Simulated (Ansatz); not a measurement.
Base system: GaP in the zinc blende structure (space group F-43m, No. 216; a = 5.452 Å). Axes: x, y, z lie along the cube axes.

The change: the cell is stretched by 0.28 % along x with no lateral relaxation, atoms relaxed at fixed cell.

Levels (all Ansatz, an electronic-structure program, PAW, earlier PAW set): r2SCAN (500 eV, no SOC); HSE06 (420 eV, no spin-orbit coupling); HSE06+SOC (420 eV, with spin-orbit coupling).

One geometry, relaxed with r2SCAN, under each level:

The valence-band top lists the three highest levels at Γ (Kramers pairs under SOC), from the VBM.

```tsv
level	band gap	lowest conduction level above the VBM at special points	valence-band top at Γ
r2SCAN	1.84 eV	X 1.90 eV; M 1.92 eV; N 2.03 eV; Γ 2.33 eV	0.00, 0.00, -0.02 eV
HSE06	___	___	–
HSE06+SOC	___	___	___
```

Question: Give the withheld HSE06 and HSE06+SOC results.

Answer: 
- HSE06, band gap: 2.25 eV
- HSE06, lowest conduction level above the VBM at special points: X 2.28 eV; M 2.30 eV; N 2.49 eV; Γ 2.75 eV
- HSE06+SOC, band gap: 2.22 eV
- HSE06+SOC, lowest conduction level above the VBM at special points: X 2.25 eV; M 2.27 eV; N 2.46 eV; Γ 2.72 eV
- HSE06+SOC, valence-band top at Γ: 0.00, -0.01, -0.10 eV

Single points use the geometry relaxed with r2SCAN. HSE06 was sampled on its mesh, a few special points and the semilocal edge points, so its gap is an upper bound. Differences between runs with and without spin-orbit coupling are approximate. The cells carry an imposed strain or load. No phonon test of stability was made. k-point labels follow each cell's own Brillouin zone.
